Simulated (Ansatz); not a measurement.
GeSb₂Te₄ (R-3m, No. 166, 7 atoms in the cell; start mp-1224370), treated with PBE+SOC (plane waves, PAW; Ansatz, a program for electronic structure).

Input file:

Ansatz 0.2 input:
```yaml
crystal:
  lattice:
    - [2.1231547884, 1.2258041515, 12.9276598546]
    - [-2.1231547884, 1.2258041515, 12.9276598546]
    - [0.0, -2.4516078143, 12.9276599009]
  atoms:
    - { symbol: Ge, position: [0.0, 0.0, 0.0] }
    - { symbol: Sb, position: [0.1415744527, 0.1415744527, 0.1415744527] }
    - { symbol: Sb, position: [0.8584255473, 0.8584255473, 0.8584255473] }
    - { symbol: Te, position: [0.4296062586, 0.4296062586, 0.4296062586] }
    - { symbol: Te, position: [0.5703937414, 0.5703937414, 0.5703937414] }
    - { symbol: Te, position: [0.2919163245, 0.2919163245, 0.2919163245] }
    - { symbol: Te, position: [0.7080836755, 0.7080836755, 0.7080836755] }
basis:
  ecutwfc: 520
  ecutrho_ratio: 4
  xc_grid: 2
kpoints:
  mp_grid: { grid: [16, 16, 16] }
hamiltonian:
  xc: pbe
  dispersion: none
  pseudopotentials: { kind: paw }
scf:
  occupations: { method: fermi_dirac, width: 0.05 }
  convergence: { dr2_threshold: 0.0000000007 }
output:
  forces: true
  stress: true
  eigenvalues: true
magnetization:
  noncollinear: true
  spin_orbit: true
```

Task: How many irreducible k-points, plane waves at Γ does the program set up, and what pressure does the run end with?

Result: 417 irreducible k-points, 5395 plane waves at Γ; P = 3.03 GPa, so the cell is compressed on average and its volume would grow at this level.

From the output:

```
Crystal: 7 atoms, lattice volume = 201.871 Å³
Basis set: ecut = 520 eV, 5395 PW (Γ), FFT grids on a1−a3, a2−a3, a3, exchange–correlation on 64×64×200 points (8 copies of the dense FFT grid, shifted against one another)
Bands: 130, of which v1, the nominal top of the filled ones, is band 108 counted from 1 (107 counted from 0)
Symmetry: 12 space group operations + 12 with time reversal
k-points: 417 of 4096
Initial density: superposition of atomic densities (chi_scale 0.1, normalization cell, long waves kept (reshape's long-wave potential 0.04 eV rms))
Functional: x = pbe(κ = 0.804, μ = 0.2195149727645171), c = pbe(β = 0.06672455060314922)
spin=Noncollinear: Kerker preconditioning applied to the charge; magnetization (m_x, m_y, m_z) channels mix plain (no charge-response kernel on spin).
SCF 1 converged in 12 iterations: F = -45199.496705 eV  dr2 = 3.40e-10
SCF converged after 12 iterations
Free energy (F): -45199.496705 eV
Internal energy: -45199.477988 eV  (E = F + TS)
E sigma→0 (E₀):  -45199.487346 eV
Fermi energy:    10.251716 eV
--- Forces (eV/Å), atoms counted from 1 ---
  atom   1  Ge    -0.00000000     0.00000000     0.00000000
  atom   2  Sb     0.00000000     0.00000000     0.08567470
  atom   3  Sb    -0.00000000    -0.00000000    -0.08567470
  atom   4  Te    -0.00000000    -0.00000000    -0.01739744
  atom   5  Te     0.00000000     0.00000000     0.01739744
  atom   6  Te    -0.00000000     0.00000000     0.01814742
  atom   7  Te     0.00000000    -0.00000000    -0.01814742
--- Stress (GPa, compression-positive) ---
        3.015094       0.000000      -0.000000
        0.000000       3.015094       0.000000
       -0.000000       0.000000       3.066250
  P = ⅓ Tr σ = 3.0321 GPa (30.321 kbar)
```

Note: cell and atoms aren't relaxed at this level (largest force component 0.09 eV/Å, pressure 3.0 GPa).

A start named mp-… is a Materials Project structure, which need not be a measured phase.
